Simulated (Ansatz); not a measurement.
Response to strain in VBiO4

Take VBiO₄ (space group I4_1/a, No. 88; a = 5.107 Å, c = 11.576 Å) as the base. Axes: x, y, z lie along a, b, c of the conventional cell.

Strains are applied to the cell and any free atomic positions relax; under biaxial strain the out-of-plane vector relaxes too.

Calculations: DFT with PBEsol, PAW potentials and a 420 eV plane-wave cutoff in Ansatz (an electronic-structure program), scalar-relativistic without spin-orbit coupling.

Candidates:
(a) isotropic strain −0.63 %
(b) tensor shear ε_xy = +3.56 %
(c) biaxial strain +3.53 %, plane normal [001], relaxed out of plane

Notes on the quantities. energy relative to the base: free energy F.

Question: Order them by energy relative to the base, lowest first.

Answer: (a) isotropic strain −0.63 % (+2.0 meV/atom), (b) tensor shear ε_xy = +3.56 % (+14 meV/atom), (c) biaxial strain +3.53 %, plane normal [001], relaxed out of plane (+19 meV/atom)

Whether these cells are dynamically stable was not tested. Seeded moments were not kept for the base. The final runs are not spin-polarised.
